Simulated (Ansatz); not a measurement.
An ideal cubic perovskite cell is held by its symmetry; such compounds can tilt or shift off centre at room temperature. Cells marked so need not be the phases stable at ambient conditions, and some may be hypothetical.

 Where the default PAW files enter, the runs use the earlier of Ansatz's two default sets.

The gap is the functional's own. No spin-orbit coupling. Mid-gap values are interpolated on the energy grid.

A. GaS (R-3m, not sure to be the ambient phase, 4 atoms a cell, 21.6 Å³ an atom), along the normal of (110)
B. SrHfO₃ (Pm-3m, cubic perovskite, not sure to be the ambient phase, 5 atoms a cell, 14.2 Å³ an atom, -4 GPa at this level), along the normal of (110)
C. BaO₂ (I4/mmm, not sure to be the ambient phase, 3 atoms a cell, 16.9 Å³ an atom, -4 GPa at this level), along the normal of (100)
D. Ca(ZnAs)2 (P-3m1, not sure to be the ambient phase, 5 atoms a cell, 20.9 Å³ an atom, -2 GPa at this level), along the normal of (001)

Rank these by mid-gap decay constant of the slowest evanescent state (highest first), as PBEsol run with Ansatz (an electronic-structure program) gives it.

C (0.34 1/Å), B (0.28 1/Å), A (0.15 1/Å), D (0.06 1/Å)
